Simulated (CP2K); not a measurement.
Band structure of AlN (F-43m, 2 atoms in the cell).

```xyz
2
Lattice="3.0971 0.0000 0.0000 1.5486 2.6822 0.0000 1.5486 0.8941 2.5288" Properties=species:S:1:pos:R:3 pbc="T T T"
Al     0.0000     0.0000     0.0000
N      1.5486     0.8941     0.6322
```

Method of the run: CP2K with PBE, GPW, DZVP-MOLOPT-SR-GTH basis, GTH-PBE potentials (GTH_POTENTIALS).

Settings: CUTOFF = 400 Ry; REL_CUTOFF = 50 Ry; SMEAR/METHOD = FERMI_DIRAC; ELECTRONIC_TEMPERATURE = 116.05 K; KPOINTS/SCHEME = MONKHORST-PACK 10 10 10; GAMMA_CENTERED = T; XC_FUNCTIONAL = PBE; Al/BASIS_SET = DZVP-MOLOPT-SR-GTH; Al/POTENTIAL = GTH-PBE-q3; N/BASIS_SET = DZVP-MOLOPT-SR-GTH; N/POTENTIAL = GTH-PBE-q5; METHOD = GPW; EPS_DEFAULT = 1e-10; EXTRAPOLATION = USE_GUESS.

The starting cell has typed, rounded lattice constants, without a prior relaxation at this level. Values carry the incompleteness of an atom-centred basis.

Predict the gap along the standard path and the places of the band edges.

The gap along the path is 3.32 eV, from a point between K and Γ to X; the smallest direct gap on it is 4.30 eV.

Levels in eV from the top of the valence band on the SCF mesh, bands 1 to 5:
```json
[
 {"point": "Γ", "1": "-14.92", "2": "0.00", "3": "0.00", "4": "0.00", "5": "4.30"},
 {"point": "X", "1": "-12.29", "2": "-4.89", "3": "-1.76", "4": "-1.76", "5": "3.32"},
 {"point": "W", "1": "-12.23", "2": "-3.76", "3": "-3.43", "4": "-2.69", "5": "6.05"},
 {"point": "K", "1": "-12.31", "2": "-4.24", "3": "-3.63", "4": "-1.36", "5": "5.21"},
 {"point": "L", "1": "-12.92", "2": "-5.84", "3": "-0.47", "4": "-0.47", "5": "7.40"},
 {"point": "U", "1": "-12.31", "2": "-4.24", "3": "-3.63", "4": "-1.36", "5": "5.21"}
]
```

Higher empty bands are left out: an atom-centred basis made for the valence describes them poorly.
